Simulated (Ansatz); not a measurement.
Input:

```xyz
2
Lattice="3.8510 0.0000 0.0000 0.0000 3.8510 0.0000 1.9255 -1.9255 2.9473" Properties=species:S:1:pos:R:3 pbc="T T T"
As     1.9255     0.0000     1.4737
Al     0.0000     0.0000     0.0000
```

No spin polarisation.

Method: PBEsol/PAW in Ansatz (an electronic-structure program), no SOC, earlier PAW set. Settings: 10×10×10 k-points, 0.05 eV Fermi–Dirac smearing.

Task: Predict the band gap, valence-band top at Γ, smallest direct gap and in-plane stress.

Result: 
* **Band gap**: 0.99 eV
* **Valence-band top at Γ (three highest levels, from the VBM)**: 0.00, 0.00, -0.45 eV
* **Smallest direct gap**: 2.04 eV
* **Mean in-plane stress (compression positive)**: +4.9 GPa

The cells carry an imposed strain or load. Stability against distortions was not tested. The cell was made from AlAs in the zinc blende structure (space group F-43m, No. 216) by this change: biaxial strain −4.02 %, plane normal [001], relaxed out of plane.
